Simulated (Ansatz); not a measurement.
Consider MoP (space group P-6m2, No. 187; relaxed with 0.1 eV smearing).

```xyz
2
Lattice="3.2076 0.0000 0.0000 -1.6038 2.7778 0.0000 0.0000 0.0000 3.1727" Properties=species:S:1:pos:R:3 pbc="T T T"
Mo     0.0000     0.0000     0.0000
P      1.6038     0.9259     1.5864
```

Cartesian axes are those of the cell as printed.

Calculations: Kohn–Sham DFT with the PBEsol functional, run in Ansatz (an electronic-structure program) with PAW and 420 eV plane waves, no spin-orbit coupling.

Before the change:

```
Item       Result
--------  -------
Pressure  0.0 GPa
```

The change: compressive biaxial strain of 1.13 % in the plane normal to [001], as in epitaxy on a mismatched substrate; the out-of-plane cell vector and the atoms relax.

What does the calculation give for the out-of-plane strain after the change?

The out-of-plane strain amounts to +0.75 %.

What happens to the pressure?

The pressure (mean of the normal stresses, compression positive) goes from zero to 3.0 GPa.

No phonon test of stability was made. The final runs are not spin-polarised. An odd electron count without spin: MoP.
